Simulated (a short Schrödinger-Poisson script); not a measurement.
System: MOS inversion layer, SiO2 on p-type Si(100), at 300 K.

```tsv
layer	material	thickness (nm)	Na (cm⁻³)
1	SiO2	3.1	-
2	Si	1400	9.3e16
```

The device is made up for the run: typed textbook-type constants, with dimensions and the other settings drawn at random. SiO2: permittivity 3.9, conduction-band edge (eV) 3.15, gap (eV) 9, electron mass (mₑ) 0.5. Si: permittivity 11.7, conduction-band edge (eV) 0, gap (eV) 1.124, Nv at 300 K (cm⁻³) 3.1e19.

Channel valleys (confinement mass, in-plane density-of-states mass, number): Δ2 0.916, 0.19, 2; Δ4 0.19, 0.417, 4. At the gate the conduction-band edge of layer 1 lies 3.71 eV − eVg above the Fermi level of the channel; the field vanishes at the back. Gaps are held at their typed values at every temperature. Mesh 0.03 nm at interfaces.

From a short Schrödinger-Poisson script (our own, NumPy): 1D Poisson equation in equilibrium, electrons classical, Boltzmann, parabolic valleys, classical holes, full ionisation, no traps, pinning or gate leakage.

The same stack at other levels of the model or other numerical settings:

| run | sheet density of all electrons at Vg = 2.2 V (cm⁻²) | sheet density of all electrons at Vg = 1 V (cm⁻²) | capacitance at Vg = 2.2 V (μF/cm²) | centroid of the channel electrons at Vg = 2.2 V (nm) | rough cost against the base |
|---|---|---|---|---|---|
| base | 9.87e12 | 2.03e12 | 1.08 | 0.61 | about 1 |
| electrons treated as classical, Fermi-Dirac | 9.63e12 | 2.00e12 | ___ | ___ | 5 |
| electrons treated as quantum, Hartree | 8.83e12 | 1.68e12 | 0.991 | ___ | 30 |
| mesh six times as coarse | 9.77e12 | 2.00e12 | 1.06 | 0.70 | 0.3 |

Fill in the missing entries.


- electrons treated as classical, Fermi-Dirac, centroid of the channel electrons at Vg = 2.2 V (nm): 0.81
- electrons treated as classical, Fermi-Dirac, capacitance at Vg = 2.2 V (μF/cm²): 1.04
- electrons treated as quantum, Hartree, centroid of the channel electrons at Vg = 2.2 V (nm): 1.66

The classical rows ignore confinement, and Boltzmann statistics overrate the density once the band edge passes the Fermi level.
